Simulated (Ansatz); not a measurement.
The parent structure is ZrO₂ in the fluorite structure (space group Fm-3m, No. 225; a = 5.1159 Å).

Modification: an isotropic linear strain of +1.19 %, atoms relaxed at fixed cell.

Levels (all Ansatz, a program for electronic structure, PAW): PBE (420 eV, without spin-orbit coupling); r2SCAN (500 eV, spin-orbit coupling left out); HSE06 (420 eV, no spin-orbit coupling); PBE+SOC (420 eV, noncollinear with spin-orbit coupling).

One geometry, relaxed with PBE, under each level:

Notes on the quantities. electron mass: degenerate bands, along [100].

| level | band gap | lowest conduction level above the VBM at special points | electron mass | pressure |
|---|---|---|---|---|
| PBE | 3.22 eV | Γ 3.22 eV; X 3.62 eV; L 3.80 eV; K 3.83 eV | 0.53, 2.2 mₑ (at Γ) | -7.79 GPa |
| r2SCAN | … | … | … | … |
| HSE06 | 4.81 eV | Γ 4.81 eV; X 5.17 eV; L 5.43 eV | – | – |
| PBE+SOC | 3.22 eV | Γ 3.22 eV; X 3.62 eV; L 3.77 eV; K 3.83 eV | 0.53, 2.2 mₑ (at Γ) | -7.79 GPa |

Give the withheld r2SCAN results.


- r2SCAN, band gap: 3.72 eV
- r2SCAN, lowest conduction level above the VBM at special points: Γ 3.72 eV; X 4.09 eV; L 4.28 eV; K 4.29 eV
- r2SCAN, electron mass: 0.58, 2.2 mₑ (at Γ)
- r2SCAN, pressure: -11.81 GPa

Single points use the geometry relaxed with PBE. Their cutoffs differ, which shifts pressures a little. HSE06 was sampled on its mesh, a few special points and the semilocal edge points, so its gap is an upper bound. The spin-orbit shifts are approximate. Masses are band curvatures over ±0.01 Å⁻¹ around the edge. No phonon test of stability was made. This is not the structure that ZrO2 has at room temperature and ambient pressure.
